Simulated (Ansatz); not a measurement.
Base system: CdTe in the zinc blende structure (space group F-43m, No. 216; a = 6.4887 Å).

Structures relaxed with plane-wave PAW DFT at the PBEsol level (Ansatz, a first-principles code, 420 eV), no SOC.

Base:

Simulated powder pattern, Cu Kα1, λ = 1.54056 Å (kinematic, ideal powder, no thermal factors, no anomalous dispersion; the 10 strongest lines at most, above 2 %, up to 2θ = 90°):

```csv
2θ (°),I/Imax (%),hkl
23.73,100,(111)
39.24,79,(220)
46.37,49,(311)
56.70,13,(400)
62.32,20,(331)
71.12,26,(422)
76.17,14,(333)
84.37,8.4,(440)
89.22,15,(531)
```

After one change:

Simulated powder pattern, Cu Kα1, λ = 1.54056 Å (kinematic, ideal powder, no thermal factors, no anomalous dispersion; the 10 strongest lines at most, above 2 %, up to 2θ = 90°):

```
2θ (°)  I/Imax (%)
------  ----------
23.38          100
38.64           80
45.65           49
55.79           13
61.30           20
69.91           27
74.85           15
82.84          8.4
87.57           15
```

Task: Which change produced these results?
A) isotropic strain +0.50 %
B) isotropic strain +2.00 %
C) isotropic strain +2.50 %
D) isotropic strain +1.50 %

Result: D, isotropic strain +1.50 %. Its volume per atom is 35.71 Å³ against 34.15 Å³, and its space group is F-43m (No. 216).

Stability against distortions was not tested.
